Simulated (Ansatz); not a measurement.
Start from SnTe in the rock salt structure (space group Fm-3m, No. 225; a = 6.289 Å). Axes: x, y, z lie along the cube axes.

Calculations: Ansatz (a first-principles code) PBEsol, spin-orbit coupling left out.

Base values:

Pressure: 0.0 GPa
Shortest interatomic distance: 3.145 Å

Perturbation: a pure shear with ε_xy = ε_yx = 0.0114, atoms relaxed at fixed cell.

Task: What happens to the energy relative to the base?

Result: The energy increases by 0.9 meV/atom.

Task: How does this affect the pressure?

Result: The pressure (mean of the normal stresses, compression positive) is still 0.0 GPa.

Task: What does the calculation give for the shortest interatomic distance after the change?

Result: The shortest interatomic distance stays 3.145 Å.

The cells carry an imposed strain or load. Stability against distortions was not tested. All final runs are without spin polarisation.
